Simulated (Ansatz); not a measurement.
# A short convergence ladder for Li3Ag (I4mm, 4 atoms in the cell)

```yaml
crystal:
  lattice:
    - [-2.10280, 2.10280, 3.65758]
    - [2.10280, -2.10280, 3.65758]
    - [2.10280, 2.10280, -3.65758]
  atoms:
    - { symbol: Li, position: [0.25000, 0.75000, 0.50000] }
    - { symbol: Li, position: [0.75000, 0.25000, 0.50000] }
    - { symbol: Li, position: [0.50684, 0.50684, 0.00000] }
    - { symbol: Ag, position: [0.00000, 0.00000, 0.00000] }
```

Base method: PBEsol, default PAW files made with PBE (plane waves; Ansatz, a quantum-chemistry and plane-wave program).

Base settings: basis.ecutwfc = 420 eV; kpoints.mp_grid.grid = 11 11 11; hamiltonian.xc = pbesol; hamiltonian.pseudopotentials = {kind: paw} (the program's default PAW files); scf.occupations.method = gaussian; scf.occupations.width = 0.1 eV.

The count of work is k-points × plane waves × bands × iterations; it is no time. 

**The cutoff for other potential files**

Level: DFT, PBEsol, plane waves, harder PAW files (source: ansatz) made with PBE.

In this ladder: hamiltonian.pseudopotentials = {kind: paw, source: ansatz}.

The second cell is the first with its lattice scaled by 0.98.

The mesh stays at the base's, so the ladder's end is converged at best in this setting alone.

Only quantities that move along the ladder and can be compared are tabulated.

```tsv
basis.ecutwfc	free energy less the last step's (meV/atom)	energy of the compressed cell less the first (meV/atom)	pressure without the Pulay estimate (GPa)	count of work / last
350 eV	481.43	5.31	-22.27	0.11
430 eV	102.22	5.11	-5.63	0.14
545 eV	10.07	5.38	-0.78	0.21
665 eV	0.94	5.48	-0.05	0.27
780 eV	0.36	5.48	0.00	0.35
935 eV	0.24	5.48	0.00	0.46
1170 eV	0.14	5.47	0.01	0.65
1560 eV	0.00	5.47	0.01	1.0
```

Coarsest basis.ecutwfc that holds the energy of the compressed cell less the first within 0.2 meV/atom of the last step, with all finer ones: 545 eV, at 0.21 of the last step's count of work; the step before is off by 0.36 meV/atom.

Coarsest basis.ecutwfc that holds the free energy within 0.5 meV/atom of the last step, with all finer ones: 780 eV, at 0.35 of the last step's count of work; the step before is off by 0.94 meV/atom.

Coarsest basis.ecutwfc that holds the pressure without the Pulay estimate within 0.1 GPa of the last step, with all finer ones: 665 eV, at 0.27 of the last step's count of work; the step before is off by 0.78 GPa.

The energy difference between the two cells stays within 1 meV/atom of the last step's from 350 eV on, the total only from 665 eV on: much of the error is common to both cells and cancels.

At the lowest cutoff the pressure without the Pulay estimate lies 22.3 GPa under the last step's, the usual sign of Pulay stress in an incomplete plane-wave basis.

On the base run: the starting cell comes from a database of computed structures (which also holds hypothetical and non-ambient phases and stackings), without a prior relaxation at this level. Its lattice was rescaled by up to half a per cent. One atom was moved a little off its site on purpose.

Keys are those of Ansatz 0.2.
